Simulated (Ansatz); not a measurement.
**Lu_Al in wurtzite AlN**

All values below come from PBE, PAW (plane waves to 420 eV; Ansatz, an electronic-structure program). A supercell of 96 sites (3×2×2 repeats of a cell of 8 atoms) was used; the energies come from a 2×2×2 shifted sampling of its zone. Site at the start: the Al site. Charged cells carry a point-charge image correction with potential alignment at far atoms. Dielectric constants: PBE linear response of the host. Host gap at this level: 4.03 eV. A cell of this size leaves errors of a few tenths of an eV. Levels are measured in PBE's own, too narrow, gap. Spin–orbit coupling is left out. Each state is the lowest found from its start.

Charges with a result: +1, 0, −1. Others weren't obtained, and one of them could lie lower, also by skipping a charge.

```tsv
charge	moment (μB)	largest move off a lattice site (Å)	image correction with alignment (eV)
+1*	0.9	0.26	–
0	not spin-polarised	0.25	0.00
−1*	fractional	0.26	–
```

* At this level the carrier isn't localised at the defect: at charge +1 holes occupy the valence band; at charge −1 electrons occupy the conduction band. Such a state is shallow or no state of the defect, and this cell gives it no level.

Flagged in the runs: a host whose relaxation on this sampling wasn't shown to rest, a strain field that reaches the edge of the cell.
